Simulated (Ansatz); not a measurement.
## fcc Ir (0 0 1) on tetragonal BaTiO3 (0 0 1) (film strained to the substrate, started from cuts of the bulks and a machine-learned relaxation; slabs Ba4Ti4O12 and Ir12, which can lie off the formulas)

A periodic stack without vacuum, fcc Ir (0 0 1) on tetragonal BaTiO3 (0 0 1) (film strained to the substrate, started from cuts of the bulks and a machine-learned relaxation; slabs Ba4Ti4O12 and Ir12, which can lie off the formulas): substrate slab Ba4Ti4O12, film Ir12, surface cells [[0, 1], [-1, 0]] and [[0, -1], [2, 1]], film strained by +3.0 and +3.0 %, outermost planes BaO/OTi and Ir/Ir as cut, which need not be the usual terminations and can put a slab off its formula.

The start was prepared with a machine-learned potential, and the result is one local minimum, with the in-plane cell held and forces under 0.04 eV/Å; the film can end far from its bulk form.

All values below come from PBE (plane waves to 420 eV, PAW; Ansatz, a first-principles code). No spin–orbit coupling; the runs are not spin-polarised; PBE gaps are too small against experiment. Its k-point mesh 8×8×1, Fermi–Dirac width 0.05 eV.

The interface area is 15.9 Å². The period is 29.50 Å, the heights between the nearest atoms of the two slabs at the two interfaces is 2.05 and 3.18 Å and the Ba–Ir contacts across the interfaces within 1.22 times the sum of covalent radii is 4, mean 3.75 Å. The Ir–Ti contacts across the interfaces within 1.22 times the sum of covalent radii is 4, mean 2.94 Å and the Ir–O contacts across the interfaces within 1.22 times the sum of covalent radii is 2, mean 2.05 Å.

```yaml
crystal:
  lattice:
    - [3.98526, -0.00033, -0.12242]
    - [-0.00037, 3.98545, -0.08937]
    - [1.08530, -1.33008, 29.51955]
  atoms:
    - { symbol: Ba, position: [0.82338, 0.96080, 0.04723] }
    - { symbol: Ti, position: [0.31943, 0.49803, 0.11835] }
    - { symbol: O, position: [0.32997, 0.46170, 0.05796] }
    - { symbol: O, position: [0.33135, 0.99144, 0.12548] }
    - { symbol: O, position: [0.83215, 0.49209, 0.12548] }
    - { symbol: Ba, position: [0.82258, 0.03029, 0.19209] }
    - { symbol: Ti, position: [0.31414, 0.57031, 0.26221] }
    - { symbol: O, position: [0.32765, 0.53024, 0.20116] }
    - { symbol: O, position: [0.33245, 0.05553, 0.26983] }
    - { symbol: O, position: [0.83486, 0.55759, 0.26988] }
    - { symbol: Ba, position: [0.82192, 0.09468, 0.33584] }
    - { symbol: Ti, position: [0.31399, 0.62351, 0.40583] }
    - { symbol: O, position: [0.32692, 0.60089, 0.34467] }
    - { symbol: O, position: [0.33027, 0.14400, 0.41329] }
    - { symbol: O, position: [0.83251, 0.64188, 0.41328] }
    - { symbol: Ba, position: [0.82174, 0.16983, 0.47856] }
    - { symbol: Ti, position: [0.31933, 0.70697, 0.55075] }
    - { symbol: O, position: [0.32290, 0.67618, 0.48824] }
    - { symbol: O, position: [0.31912, 0.20897, 0.55450] }
    - { symbol: O, position: [0.81920, 0.70905, 0.55449] }
    - { symbol: Ir, position: [0.31294, 0.77510, 0.68672] }
    - { symbol: Ir, position: [0.81303, 0.27451, 0.68553] }
    - { symbol: Ir, position: [0.81577, 0.74375, 0.62395] }
    - { symbol: Ir, position: [0.31583, 0.24366, 0.62390] }
    - { symbol: Ir, position: [0.30726, 0.83911, 0.81468] }
    - { symbol: Ir, position: [0.80713, 0.33921, 0.81486] }
    - { symbol: Ir, position: [0.81004, 0.80694, 0.75037] }
    - { symbol: Ir, position: [0.31012, 0.30691, 0.75031] }
    - { symbol: Ir, position: [0.30186, 0.90154, 0.93948] }
    - { symbol: Ir, position: [0.80210, 0.40155, 0.93956] }
    - { symbol: Ir, position: [0.80472, 0.87165, 0.87964] }
    - { symbol: Ir, position: [0.30427, 0.37176, 0.88001] }
```
